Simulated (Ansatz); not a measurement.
An Ansatz (an electronic-structure program) run: CaCd2As2; plane-wave PAW DFT at the r2SCAN level (Ansatz, 500 eV), without spin-orbit coupling.

Input:

Ansatz 0.2 input:
```yaml
crystal:
  lattice:
    - [4.4078759947, 0, 0]
    - [-2.2039379974, 3.8173325882, 0]
    - [0, 0, 7.1973069582]
  atoms:
    - { symbol: Ca, position: [0, 0, 0] }
    - { symbol: Cd, position: [0.3333333333, 0.6666666667, 0.6337398217] }
    - { symbol: Cd, position: [0.6666666667, 0.3333333333, 0.3662601783] }
    - { symbol: As, position: [0.3333333333, 0.6666666667, 0.2375267175] }
    - { symbol: As, position: [0.6666666667, 0.3333333333, 0.7624732825] }
basis: { ecutwfc: 500, ecutrho_ratio: 4, xc_grid: 4, fft_grid_basis: typed }
kpoints: { mp_grid: { grid: [9, 9, 5] } }
hamiltonian:
  xc: r2scan
  dispersion: none
  pseudopotentials: { kind: paw }
scf: { occupations: { method: fermi_dirac, width: 0.05 }, convergence: { dr2_threshold: 0.0000000005 } }
output: { forces: true, stress: true }
```

Output (explanatory and most iteration lines left out):

```
Pseudopotential: Ca, paw, valence charge 10
Pseudopotential: Cd, paw, valence charge 20
Pseudopotential: As, paw, valence charge 15
Crystal: 5 atoms, lattice volume = 121.104 Å³
Basis set: ecut = 500 eV, 3027 PW (Γ), exchange–correlation on 144×144×216 points (64 copies of the dense FFT grid, shifted against one another)
Bands: 46, of which v1, the nominal top of the filled ones, is band 40 counted from 1 (39 counted from 0)
Symmetry: 12 space group operations
Space group: P-3m1 (ITA 164), of the structure as read, at distance tolerance 4.9e-5 Å
k-points: 50 of 405
Functional: x = r2scan, c = r2scan; τ floored in thin density (d = 2e-4 eV/Å³)
SCF iter   1: F=—  HF=-28090.878762 eV  |F-HF|=—  |Δ(HF+E_count)|=         —  Δρ=6.09e-3  dr2=5.51e-2  dr2_τ=2.72e-2  ethr=1.77e-3  ⟨swp⟩=8.8  Hψ=9280  notcnv=0
SCF iter   2: F=—  HF=-28090.924979 eV  |F-HF|=—  |Δ(HF+E_count)|=   4.62e-2  Δρ=3.27e-3  dr2=1.39e-2  dr2_τ=8.55e-4  ethr=6.89e-5  ⟨swp⟩=2.8  Hψ=4557  notcnv=0  defer=65
SCF 1 converged in 9 iterations: F = -28090.924401 eV  dr2 = 3.32e-10
SCF converged after 9 iterations
Free energy (F): -28090.924401 eV
Internal energy: -28090.924397 eV  (E = F + TS)
E sigma→0 (E₀):  -28090.924399 eV
Entropy (-TS):   -0.000004 eV (-0.001 meV/atom)
Fermi energy:    10.562532 eV
--- Forces (eV/Å), atoms counted from 1 ---
  atom   1  Ca     0.00000000     0.00000000     0.00000000
  atom   2  Cd     0.00000000     0.00000000     0.00079254
  atom   3  Cd    -0.00000000    -0.00000000    -0.00079254
  atom   4  As     0.00000000     0.00000000    -0.00038684
  atom   5  As    -0.00000000    -0.00000000     0.00038684
--- Stress (GPa, compression-positive) ---
       -0.003133       0.000000       0.000000
        0.000000      -0.003133       0.000000
        0.000000       0.000000       0.004765
  P = ⅓ Tr σ = -0.0005 GPa (-0.005 kbar)
```

Whether these cells are dynamically stable was not tested. The cell is CaCd₂As₂ (space group P-3m1, No. 164).
